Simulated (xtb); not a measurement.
xtb 6.7.1, GFN2-xTB: O=S(=O)(c1ccccc1)c1scc2c1OCCO2, 28 atoms. The geometry is a generated start, not checked to be a minimum at this level.

```yaml
run_flags: --grad
method: GFN2-xTB
"--acc": 1 (default)
"--etemp (K)": 300 (default)
basis_functions: 94
valence_electrons: 94
```

```xyz
28

O     -1.7562    -2.8472    -0.4441
S     -0.9326    -1.8985    -1.1704
O     -0.5724    -2.1116    -2.5599
C     -1.7026    -0.3056    -1.0468
C     -1.4531     0.6608    -2.0265
C     -2.0789     1.9041    -1.9380
C     -2.9551     2.1725    -0.8847
C     -3.2142     1.1984     0.0812
C     -2.5928    -0.0477     0.0007
C      0.5974    -1.8268    -0.2901
S      1.5004    -3.2944    -0.2737
C      2.7588    -2.6011     0.6621
C      2.4994    -1.2835     0.9357
C      1.2529    -0.8468     0.4177
O      0.7670     0.4067     0.5831
C      1.4855     1.0969     1.6222
C      2.9991     0.8812     1.5073
O      3.3521    -0.5070     1.6453
H     -0.7795     0.4548    -2.8555
H     -1.8896     2.6628    -2.6937
H     -3.4450     3.1415    -0.8217
H     -3.9066     1.4091     0.8928
H     -2.8077    -0.8058     0.7507
H      3.6220    -3.1858     0.9479
H      1.2492     2.1620     1.5351
H      1.1113     0.7418     2.5906
H      3.5192     1.4349     2.2953
H      3.3720     1.2345     0.5377
```

One run each on 1 thread. Values of broydamp tried: 0.02, 0.05, 0.1, 0.2, 0.4 (default), 0.6, 0.8, 1.

Task: Which value of broydamp needs the fewest SCC iterations, and what happens away from it?

Result: Fewest SCC iterations, within one of each other: 0.2 with 14, 0.4 (default) with 13, 0.6 with 14. The count rises to 20 at 0.02. All converge to one solution.

| broydamp | SCC iterations | end |
|---|---|---|
| 0.02 | 20 | same solution |
| 0.05 | 18 | same solution |
| 0.1 | 16 | same solution |
| 0.2 | 14 | same solution |
| 0.4 (default) | 13 | same solution |
| 0.6 | 14 | same solution |
| 0.8 | 15 | same solution |
| 1 | 15 | same solution |
